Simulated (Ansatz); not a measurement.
Ansatz (a program for electronic structure) run on TiZn3 (P4mm, 4 atoms in the cell): self-consistent single point.

Method: LDA (PW92), default PAW files made with PBE (plane waves; Ansatz).

The change in words: lattice scaled by 0.98; basis.ecutwfc: 420 eV → 210 eV. Reference geometry:
```
TiZn3
1.0
    3.86919     0.00000     0.00000
    0.00000     3.86919     0.00000
    0.00000     0.00000     3.86919
Ti Zn
1 3
Direct
  0.00000   0.00000   0.01292
  0.00000   0.50000   0.50000
  0.50000   0.00000   0.50000
  0.50000   0.50000   0.00000
```

Reference input (self-consistent single point, DFT, LDA (PW92), plane waves, default PAW files made with PBE): basis.ecutwfc = 420 eV; kpoints.mp_grid.grid = 7 7 7; hamiltonian.xc = lda; hamiltonian.pseudopotentials = {kind: paw} (the program's default PAW files); scf.occupations.method = fermi_dirac; scf.occupations.width = 0.1 eV. This run's input differs from it in these lines:

Ansatz 0.2 input:
```diff
@@ -3,12 +3,12 @@
   lattice:
-    - [3.86918800, 0.00000000, 0.00000000]
-    - [0.00000000, 3.86918800, 0.00000000]
-    - [0.00000000, 0.00000000, 3.86918800]
+    - [3.79180400, 0.00000000, 0.00000000]
+    - [0.00000000, 3.79180400, 0.00000000]
+    - [0.00000000, 0.00000000, 3.79180400]
   atoms:
-    - { symbol: Ti, position_ang: [0.00000000, 0.00000000, 0.05000152] }
-    - { symbol: Zn, position_ang: [0.00000000, 1.93459400, 1.93459400] }
-    - { symbol: Zn, position_ang: [1.93459400, 0.00000000, 1.93459400] }
-    - { symbol: Zn, position_ang: [1.93459400, 1.93459400, 0.00000000] }
+    - { symbol: Ti, position_ang: [0.00000000, 0.00000000, 0.04900148] }
+    - { symbol: Zn, position_ang: [0.00000000, 1.89590200, 1.89590200] }
+    - { symbol: Zn, position_ang: [1.89590200, 0.00000000, 1.89590200] }
+    - { symbol: Zn, position_ang: [1.89590200, 1.89590200, 0.00000000] }
 basis:
-  ecutwfc: 420.0 eV
+  ecutwfc: 210.0 eV
 kpoints:
```

Output (repeated stretches shortened):

```
SCF iter   1: F=—  HF=-12174.920180 eV  |F-HF|=—  |Δ(HF+E_count)|=         —  Δρ=9.29e-2  dr2=2.73e0  ethr=1.77e-3  ⟨swp⟩=4.4  Hψ=4201  notcnv=0
all-band conjugate gradients solve this SCF's bands
preconditioner: auto → Kerker (q_TF=auto, 2.671 Å⁻¹)
SCF iter   2: F=—  HF=-12171.097810 eV  |F-HF|=—  |Δ(HF+E_count)|=    3.82e0  Δρ=4.36e-2  dr2=6.54e-1  ethr=1.77e-3  ⟨swp⟩=2.2  Hψ=2649  notcnv=0
   [... lines left out ...]
SCF iter   6: F=—  HF=-12171.101065 eV  |F-HF|=—  |Δ(HF+E_count)|=   4.14e-4  Δρ=4.24e-4  dr2=7.65e-5  ethr=1.98e-6  ⟨swp⟩=2.0  Hψ=1818  notcnv=0
SCF iter   7: F=—  HF=-12171.101051 eV  |F-HF|=—  |Δ(HF+E_count)|=   1.44e-5  Δρ=9.06e-5  dr2=4.59e-6  ethr=1.59e-7  ⟨swp⟩=2.4  Hψ=2025  notcnv=0
SCF iter   8: F=—  HF=-12171.101050 eV  |F-HF|=—  |Δ(HF+E_count)|=   7.32e-7  Δρ=4.02e-5  dr2=7.72e-7  ethr=9.56e-9  ⟨swp⟩=2.0  Hψ=1795  notcnv=0
SCF iter   9: F=-12171.101050 eV  HF=-12171.101050 eV  |F-HF|=1.55e-8  |Δ(HF+E_count)|=   2.28e-7  Δρ=8.75e-6  dr2=2.53e-8  ethr=2.08e-10  ⟨swp⟩=2.4  Hψ=4267  notcnv=0
SCF 1 converged in 9 iterations: F = -12171.101050 eV  dr2 = 2.53e-8
Free energy (F): -12171.101050 eV
Internal energy: -12171.006139 eV  (E = F + TS)
E sigma→0 (E₀):  -12171.053595 eV
Entropy (-TS):   -0.094911 eV (-23.728 meV/atom)
Fermi energy:    12.809428 eV
--- Forces (eV/Å), atoms counted from 1 ---
  atom   1  Ti     0.00000000     0.00000000    -0.20505452
  atom   2  Zn    -0.00000000     0.00000000     0.10508961
  atom   3  Zn    -0.00000000     0.00000000     0.10508961
  atom   4  Zn    -0.00000000     0.00000000    -0.00528162
--- Stress (GPa, compression-positive) ---
       -1.011102       0.000000      -0.000000
        0.000000      -1.011102       0.000000
       -0.000000       0.000000      -1.088307
  P = ⅓ Tr σ = -1.0368 GPa (-10.368 kbar)
  The stress holds the Pulay correction. Without it, at fixed plane waves, as pw.x and ABINIT print it: P = -245.1273 GPa
```

The run converged in 9 iterations. Against the reference run the free energy rises by 4.72 eV/atom, the pressure goes from -5.43 to -1.04 GPa and the largest force goes from 0.408 to 0.205 eV/Å.

The starting cell comes from a database of computed structures (which also holds hypothetical and non-ambient phases and stackings), without a prior relaxation at this level. Its lattice was rescaled by up to half a per cent. One atom was moved a little off its site on purpose. For this run, on top of that: lattice scaled by 0.98. Spin polarisation is off. Ansatz's pressure includes its estimate of the finite-basis (Pulay) stress. Without the estimate this run gives -245.13 GPa. The cutoff lies below the one recommended for these files.
